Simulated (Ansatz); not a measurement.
Take InSb in the zinc blende structure (space group F-43m, No. 216; a = 6.635 Å) as the base. Axes: x, y, z lie along the cube axes.

The values are results of PBE (Ansatz, an electronic-structure program, PAW, scalar-relativistic without spin-orbit coupling), not measurements.

Now apply this change: an isotropic linear strain of −2.50 %, atoms relaxed at fixed cell.

### Question
Predict the stress tensor and what it implies for the stiffness.

### Answer
Stress of the strained cell less that of the base (GPa, compression positive):
```
    3.4     0.0     0.0
    0.0     3.4     0.0
    0.0     0.0     3.4
```

Then B = −ΔP/(ΔV/V₀) with ΔV/V₀ = -0.0731 gives secant stiffness values (nonlinear terms included at this strain): B ≈ 46 GPa.

As a check, the harmonic strain energy −½ V₀ Δσ:ε is 29 meV/atom; the computed energy rise is 26 meV/atom.

Stability against distortions was not tested. All final runs are without spin polarisation.
